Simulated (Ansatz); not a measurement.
zinc blende SiC, quasi-harmonic approximation with Ansatz (an electronic-structure program), r2SCAN functional, plane-wave PAW. Another polymorph of this substance is known too; which is more stable was not tested here. Dynamical quadrupoles are not included in the interpolation of the phonons between the solved wave vectors.

```csv
T (K),α_L (10⁻⁶/K),C_P (J/mol/K),bulk modulus B_T (GPa),γ
100,0.2,4.2,223,0.41
200,1.2,16.2,222,0.63
300,[?],26.9,222,0.76
550,4.2,40.5,219,0.87
600,4.4,[?],218,0.88
700,4.7,44.0,217,0.89
750,4.9,44.8,216,0.89
1000,5.3,47.3,212,0.91
```

Task: Fill in the missing entries.

Result: 
- 300, α_L (10⁻⁶/K): 2.5
- 600, C_P (J/mol/K): 41.9

No phase change or melting is allowed for: the numbers belong to this structure as given.

The PAW data sets were generated under PBE and serve the other functionals too.
